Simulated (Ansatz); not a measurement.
Take CsPbCl3 in the cubic perovskite structure (space group Pm-3m, No. 221; a = 5.736 Å) as the base.

The values are results of Ansatz (a first-principles code), PBE, PAW, cutoff 420 eV, no spin-orbit coupling, not measurements.

Before the change:

| Item | Value |
|---|---|
| Gap between the host's bands | 2.21 eV |
| Gap character | direct at R |

Now apply this change: 0.566 holes added to each cell, a density of 3.0×10^21 cm⁻³, with a uniform compensating background at fixed cell and a 300 K Fermi–Dirac width.

Task: How does this affect the gap between the host's bands?

Result: The gap between the host's bands grows by 0.12 eV to 2.33 eV.

Task: Predict the new Fermi level from band edge.

Result: The Fermi level relative to the doped band's edge (positive inside the band; to 0.05 eV) amounts to +1.10 eV.

Task: Estimate the effect on the gap character.

Result: The gap character remains direct at R.

Carriers are added with a uniform compensating background; total energy and stress of such cells depend on the potential's zero and are not compared; many-body gap narrowing is missing at this level. Spin-orbit coupling, missing from the scalar runs, can matter with Pb. Whether these cells are dynamically stable was not tested. Many cubic perovskites are stable only at high temperature; tilts and polar distortions were not tested. This is not the structure that CsPbCl3 has at room temperature and ambient pressure.
